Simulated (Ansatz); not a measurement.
Levels about the gap of amorphous Pb$_{12}$Si$_{12}$O$_{36}$ (60 atoms in a cell of 935 Å³, 6.04 g/cm³; zone centre alone, so wide bands show as single levels with stretches between that a denser mesh fills), at the geometry that PBE-D3(BJ) relaxed, where it gives -0.1 GPa on a denser mesh. The participation number counts the atoms over which a state spreads; weights are charges in smoothed Voronoi cells. The levels come from a single point, so bond lengths are those of that geometry. Method of the levels: PBE-D3(BJ), scalar-relativistic without spin-orbit coupling (Ansatz, a first-principles code). Sampling: the zone centre alone; Fermi-Dirac width 0.02 eV; no spin polarisation.

A CHGNet melt-quench gave the starting glass, which DFT then relaxed. O atoms were pushed apart under 1.9 Å during the dynamics, to hinder bonds among them. The hot cell started wider than the set density and was brought back towards it in steps. It is the lowest in DFT energy of 2 quenches. It is a model cell: composition and starting density were chosen by hand, and all elements were melted together. The geometry includes D3(BJ) dispersion. Its density started from a set value of 5.52 and ended at 6.04 g/cm³. The quench (nominally 110 K/ps over its main leg) was far faster than any real one, so the model tends to hold more defects than a real film. A cell of this size samples the disorder only roughly. The volume was free in the relaxation, at fixed shape. Stress components on the final sampling reach 1.0 GPa.

```csv
"E - E(highest filled), eV",filling,participation number,largest on,weight O,weight Pb,weight Si
-0.37,filled,14.1,"O, 2 neighbours",0.82,0.15,0.04
-0.34,filled,12.5,"O, 2 neighbours",0.81,0.15,0.04
-0.31,filled,8.3,"O, 2 neighbours",0.84,0.13,0.03
-0.29,filled,22.4,"O, 2 neighbours",0.81,0.16,0.03
-0.20,filled,24.8,"O, 2 neighbours",0.73,0.24,0.03
-0.12,filled,23.3,"O, 2 neighbours",0.80,0.18,0.03
0.00,filled,15.0,"O, 3 neighbours",0.80,0.18,0.02
3.31,empty,12.5,"Pb, 3 neighbours",0.40,0.57,0.03
3.42,empty,13.8,"Pb, 3 neighbours",0.43,0.54,0.03
3.46,empty,13.9,"Pb, 3 neighbours",0.43,0.53,0.03
3.82,empty,15.4,"Pb, 4 neighbours",0.46,0.51,0.04
3.97,empty,25.1,"Pb, 4 neighbours",0.48,0.47,0.05
4.10,empty,23.0,"Pb, 4 neighbours",0.47,0.50,0.03
4.22,empty,17.5,"Pb, 3 neighbours",0.44,0.52,0.04
```

Most localised among these is the filled level at -0.31 eV, on a O atom, which has 2 neighbours (Si 1.60 Å, Pb 2.57 Å).
